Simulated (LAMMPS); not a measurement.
System: InP (zinc blende), 1728 atoms, at 1010 K and 0 GPa, heated as the crystal.

Method: classical MD, pair style vashishta, file InP.vashishta (LAMMPS).

```tsv
frequency (THz)	spectral density (1/THz), total	spectral density (1/THz), In	spectral density (1/THz), P
0.09850	0.0006	0.0005	0.0001
0.4915	0.0070	0.0056	0.0015
0.8845	0.0351	0.0280	0.0071
1.277	0.0762	0.0616	0.0146
1.671	0.1279	0.1048	0.0231
2.063	0.1572	0.1318	0.0254
2.457	0.1660	0.1429	0.0232
2.849	0.1468	0.1290	0.0178
3.243	0.1240	0.1108	0.0132
3.636	0.1214	0.1091	0.0123
4.029	0.1253	0.1144	0.0109
4.422	0.1039	0.0937	0.0102
4.815	0.0467	0.0369	0.0098
5.208	0.0242	0.0136	0.0106
5.601	0.0194	0.0071	0.0123
5.994	0.0207	0.0051	0.0156
6.387	0.0260	0.0048	0.0212
6.780	0.0368	0.0056	0.0313
7.174	0.0627	0.0087	0.0540
7.566	0.1216	0.0170	0.1046
7.960	0.2003	0.0273	0.1731
8.352	0.1953	0.0241	0.1712
8.745	0.1533	0.0150	0.1383
9.139	0.1429	0.0106	0.1323
9.532	0.0874	0.0063	0.0811
9.925	0.0420	0.0038	0.0382
10.32	0.0280	0.0030	0.0250
10.71	0.0223	0.0027	0.0196
11.10	0.0185	0.0023	0.0162
11.50	0.0160	0.0020	0.0140
11.89	0.0136	0.0017	0.0119
12.28	0.0113	0.0015	0.0098
12.68	0.0088	0.0012	0.0076
13.07	0.0066	0.0009	0.0056
13.46	0.0050	0.0007	0.0043
13.86	0.0039	0.0006	0.0033
14.25	0.0032	0.0005	0.0027
14.64	0.0029	0.0004	0.0024
15.03	0.0029	0.0004	0.0024
15.43	0.0030	0.0005	0.0026
15.82	0.0033	0.0005	0.0027
16.21	0.0033	0.0005	0.0028
16.61	0.0031	0.0005	0.0026
17.00	0.0026	0.0004	0.0022
17.39	0.0023	0.0004	0.0019
17.79	0.0019	0.0003	0.0016
18.18	0.0016	0.0003	0.0013
18.57	0.0014	0.0002	0.0011
18.96	0.0012	0.0002	0.0010
19.36	0.0010	0.0002	0.0008
```

The data show:
- state found: crystal; no diffusion seen in 30 ps
- mean frequency of the velocity spectrum: 5.9 THz
